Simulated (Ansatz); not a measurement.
The reference is C in the diamond structure (space group Fd-3m, No. 227; a = 3.554 Å).

It is then changed as follows: a hydrostatic pressure of 3 GPa.

Levels (all Ansatz, a first-principles code, PAW): PBEsol (420 eV, spin-orbit coupling left out); r2SCAN (500 eV, no spin-orbit coupling); HSE06 (420 eV, no SOC).

At the geometry relaxed with PBEsol, these levels gave the following band gaps, in shuffled order: (a) 4.39 eV, (b) 5.33 eV, (c) 4.05 eV.

### Question
Match each gap to its level.

### Answer
(a) r2SCAN; (b) HSE06; (c) PBEsol.

Single points use the geometry relaxed with PBEsol. HSE06 gaps are upper bounds (no full band path). Load acts through the strain it causes; cell and atoms are relaxed under it. Whether these cells are dynamically stable was not tested.
